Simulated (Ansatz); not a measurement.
What biaxial strain −0.42 %, plane normal [111], relaxed out of plane does to PbTe

Base system: PbTe in the rock salt structure (space group Fm-3m, No. 225; a = 6.534 Å). Axes: x, y, z lie along the cube axes.

Now apply this change: biaxial strain −0.42 %, plane normal [111], relaxed out of plane (Cartesian); in-plane vectors clamped, the third vector and the atoms free.

All numbers come from Ansatz (a first-principles code), r2SCAN, PAW, cutoff 500 eV, scalar-relativistic without spin-orbit coupling. Γ-centred 9×9×9 mesh, Fermi–Dirac width 0.05 eV.

* **Volume per atom**: 34.73 Å³ (base 34.87 Å³)
* **Space group**: R-3m (No. 166) (base Fm-3m (No. 225))
* **Energy relative to the base (free energy F)**: +0.2 meV/atom
* **Pressure (mean of the normal stresses, compression positive)**: 0.18 GPa (base 0.00 GPa)
* **Band gap**: 1.02 eV (base 1.09 eV)
* **Gap character**: indirect, T → L
* **Valley order (the lowest conduction-band minima on the path, energy above the VBM, named in the base's zone)**: L along [1-1-1] 1.02 eV; L along [111] 1.09 eV; a point along [1-10], about 0.5 Å⁻¹ from Γ 1.54 eV; a point along [010], about 0.3 Å⁻¹ from Γ 1.97 eV (base L along ⟨111⟩ 1.09 eV; a point along ⟨110⟩, about 0.5 Å⁻¹ from Γ 1.61 eV; a point along ⟨100⟩, about 0.3 Å⁻¹ from Γ 2.01 eV)
* **Out-of-plane strain**: +0.44 %
* **Mean in-plane stress (compression positive)**: +0.3 GPa

With Pb and Te present, leaving out spin-orbit coupling can change the band edges. No phonon test of stability was made. k-point labels follow each cell's own Brillouin zone.
